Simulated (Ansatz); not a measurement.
The parent structure is Ga2O3 in the corundum structure (space group R-3c, No. 167; a = 5.000 Å, c = 13.449 Å (hexagonal axes)). Axes: x lies along a and z along c of the hexagonal cell.

The change: uniaxial strain ε_zz = −3.00 %, all other strain components held at zero; the atoms relax in the strained cell.

The values are results of PBEsol (Ansatz, a first-principles code; PAW; 420 eV plane waves; no spin-orbit coupling), not measurements.

Base, band edges from the VBM (valence, conduction): Γ -0.25, 2.70; F -0.14, 6.45; S₂ -0.17, 6.40; S₀ -0.17, 6.40; L -0.15, 6.31; H₀ -0.34, 6.60; H₂ -0.34, 6.60; T -0.30, 5.76 eV.

Question: Give the band edges at the high-symmetry points of the new zone, measured from its valence-band maximum.

Answer: 
```csv
point,valence edge (eV),conduction edge (eV)
Γ,-0.21,2.94
T,-0.41,5.97
H₂,-0.36,6.88
H₀,-0.36,6.88
L,-0.14,6.63
S₀,-0.20,6.71
S₂,-0.20,6.71
F,-0.14,6.77
```

The gap is 2.94 eV, indirect, Γ–S₀ (38 % along) → Γ.

Whether these cells are dynamically stable was not tested.
